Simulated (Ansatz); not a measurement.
**The (100) surface of germanium, 1 pair of surface atoms bonded, Sb on one of 2 surface atoms, no caps (bottom of the slab: built like the top, H on every dangling bond, free)**

Calculation: PBE (plane waves to 420 eV, PAW; Ansatz, a program for electronic structure).

Slab: 22 atoms, 14.8 Å thick at the start with caps and adatoms; k 4x7x1, smearing 0.025 eV, dipole-corrected; 4 atoms held, the rest relaxed; start symmetry kept, larger cells not searched; spin-polarised, ending with about 0.3 μB a cell, a value that depends on the mesh; orders that need a larger cell were not tried, no spin-orbit, no U. The slab shows no gap on its mesh. In PBE it is, or lies within 0.01 eV a 1x1 cell of, the lowest of the 2 structures of its composition computed so far; subsurface sites and larger cells were not tried.

```json
{
 "work_function_of_the_top_face": "4.59 eV",
 "energy_released_by_relaxation": "0.66 eV",
 "cost": "about 30 core-minutes (a rough figure)"
}
```
